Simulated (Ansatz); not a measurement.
The starting structures come from a database of crystals and need not be the phases stable at ambient conditions.

Inside the gap of an insulator the Bloch states are evanescent, with a wavenumber k + iκ along the transport direction.

Given:

```
CELL_PARAMETERS angstrom
      6.31162     0.00000     0.00000
      0.00000     6.31162     0.00000
      3.15581    -3.15581     4.46299
ATOMIC_POSITIONS crystal
  Cs 0.25000 0.25000 0.50000
  Cs 0.75000 0.75000 0.50000
  Ge 0.00000 0.00000 0.00000
  F  0.20322 0.79678 0.59356
  F  0.79678 0.20322 0.40644
  F  0.79678 0.79678 0.00000
  F  0.20322 0.20322 0.00000
  F  0.20322 0.79678 0.00000
  F  0.79678 0.20322 0.00000
```

Space group of this cell: Fm-3m. The cell is taken as given.

Transport runs along the normal of the first two printed cell vectors, the (001) plane of the conventional cell.

The gap is the functional's own. No spin-orbit coupling. Mid-gap values are interpolated on the energy grid.

Problem. Give the band gap and the smallest decay constant κ at mid-gap that PBEsol (Ansatz, a quantum-chemistry and plane-wave program) yields.

Solution. Gap 6.40 eV on a 8×8×8 mesh; κ = 0.515 1/Å, at the zone centre.
